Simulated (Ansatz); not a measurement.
# Zr: pressure series

The reference is Zr (space group P6/mmm, No. 191; a cell from a computed database, its experimental status unchecked).

```
Zr
1.0
    4.97268     0.00000     0.00000
   -2.48634     4.30647     0.00000
    0.00000     0.00000     3.11060
Zr
3
Cartesian
  0.00000   0.00000   1.55530
  0.00000   2.87098   0.00000
  2.48634   1.43549   0.00000
```

Cell and atoms are relaxed at each pressure.

The values are results of PBEsol in Ansatz (plane waves to 420 eV, PAW, no spin-orbit coupling), not measurements.

Notes on the quantities. enthalpy: H = E + PV relative to the base's energy.

| change | density | enthalpy | shortest interatomic distance |
|---|---|---|---|
| base | 6.82 g/cm³ | – | 2.871 Å |
| pressure −2 GPa | … | -0.28 eV/atom | … |
| pressure −1 GPa | 6.76 g/cm³ | -0.14 eV/atom | 2.881 Å |
| pressure 0.3 GPa | 6.84 g/cm³ | +0.04 eV/atom | 2.868 Å |
| pressure 0.7 GPa | 6.87 g/cm³ | +0.10 eV/atom | 2.865 Å |
| pressure 1.5 GPa | 6.92 g/cm³ | +0.21 eV/atom | 2.858 Å |
| pressure 3 GPa | 7.02 g/cm³ | +0.41 eV/atom | 2.845 Å |
| pressure 5 GPa | 7.14 g/cm³ | +0.68 eV/atom | 2.828 Å |
| pressure 7.5 GPa | 7.29 g/cm³ | +1.00 eV/atom | 2.809 Å |
| pressure 10 GPa | 7.43 g/cm³ | +1.33 eV/atom | 2.792 Å |

Problem. Fill in the withheld entries from the trend.

Solution. 
- pressure −2 GPa, density: 6.69 g/cm³
- pressure −2 GPa, shortest interatomic distance: 2.891 Å

Load acts through the strain it causes; cell and atoms are relaxed under it. No phonon test of stability was made. Competing high-pressure phases were not computed. The base started in Ibam and relaxed to P6/mmm at this level. All final runs are without spin polarisation. This is not the structure that Zr has at room temperature and ambient pressure.

Ansatz is a program for electronic structure.
